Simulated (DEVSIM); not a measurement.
Structure: Pt/AlN/SiO2/p-Si capacitor, at 300 K.

| layer (left to right) | material | thickness (nm) | Na (cm⁻³) |
|---|---|---|---|
| 1 | AlN | 6.60 | - |
| 2 | SiO2 | 0.690 | - |
| 3 | Si | 770 | 5.6e17 |

Metal gate on the left, work function 5.6 eV. Fixed charge at the semiconductor interface -6.5e10 cm⁻² (in units of +e); no interface traps.

The device is made up for the run: typed textbook-type constants, with dimensions and the other settings drawn at random. Values at 300 K.

| parameter | AlN | SiO2 | Si |
|---|---|---|---|
| gap (eV) | 6.1 | 9 | 1.124 |
| affinity (eV) | 1.9 | 0.9 | 4.05 |
| permittivity | 8.5 | 3.9 | 11.7 |
| Nc (cm⁻³) | - | - | 2.86e19 |
| Nv (cm⁻³) | - | - | 3.1e19 |

Model (solved in DEVSIM): 1D Poisson equation in equilibrium, Boltzmann statistics, complete ionisation; no quantum confinement or tunnelling. Metal contacts follow the ideal Schottky-Mott rule: no Fermi-level pinning, no interface dipoles.

Tabulate band edges, carrier densities and field at 1.3 V on the gate.

Energies count from the Fermi level of the right contact; mesh points crowd at the junctions.

```
x (μm)     Ec (eV)  Ev (eV)  n (cm⁻³)  p (cm⁻³)  field (V/cm)
---------  -------  -------  --------  --------  ------------
0.000        2.400   -3.700     < 1e2     < 1e2        390000
0.0009909    2.439   -3.661     < 1e2     < 1e2        390000
0.002616     2.502   -3.598     < 1e2     < 1e2        390000
0.004560     2.578   -3.522     < 1e2     < 1e2        390000
0.006319     2.646   -3.454     < 1e2     < 1e2        390000
0.006921     3.685   -5.315     < 1e2     < 1e2        850000
0.007414     0.568   -0.556     8.1e9    1.4e10        270000
0.009444     0.622   -0.502     1.0e9    1.1e11        250000
0.01265      0.699   -0.425     5.2e7    2.2e12        230000
0.01939      0.832   -0.292    310000    3.8e14        170000
0.03220      0.977   -0.147      1100    1.1e17         62000
0.07107      1.020   -0.104       210    5.6e17            88
0.1382       1.020   -0.104       210    5.6e17           ≈ 0
0.2657       1.020   -0.104       210    5.6e17           ≈ 0
0.5459       1.020   -0.104       210    5.6e17           ≈ 0
0.6641       1.020   -0.104       210    5.6e17           ≈ 0
0.7203       1.020   -0.104       210    5.6e17           ≈ 0
0.7498       1.020   -0.104       210    5.6e17           ≈ 0
0.7670       1.020   -0.104       210    5.6e17           ≈ 0
0.7726       1.020   -0.104       210    5.6e17           ≈ 0
0.7756       1.020   -0.104       210    5.6e17           ≈ 0
0.7773       1.020   -0.104       210    5.6e17           ≈ 0
```
